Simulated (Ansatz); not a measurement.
Here is the system:

```yaml
crystal:
  lattice:
    - [4.23570, 0.00000, 0.00000]
    - [0.00000, 5.99018, 0.00000]
    - [2.11785, 2.99509, 2.18418]
  atoms:
    - { symbol: Se, position: [0.50000, 0.25344, 0.00000] }
    - { symbol: Cd, position: [0.00000, 0.99656, 0.00000] }
```

No spin polarisation.

The values are results of PBEsol/PAW in Ansatz (an electronic-structure program), spin-orbit coupling left out, earlier PAW set, not measurements. Γ-centred 9×9×9 mesh, Fermi–Dirac width 0.05 eV.

### Question
What is the computed electron mass?

### Answer
0.054 mₑ out of plane, 0.049 mₑ in plane (at Γ).

### Question
Predict the band gap.

### Answer
0.45 eV.

### Question
What is the computed valence-band top at Γ (three highest levels, from the VBM)?

### Answer
0.00, -0.03, -0.14 eV.

### Question
What is the computed space group?

### Answer
Imm2 (No. 44).

The cells carry an imposed strain or load. Effective masses come from finite differences of ±0.01 Å⁻¹. Stability against distortions was not tested. The cell was made from CdSe in the zinc blende structure (space group F-43m, No. 216) by this change: biaxial strain −1.51 %, plane normal [110], relaxed out of plane.
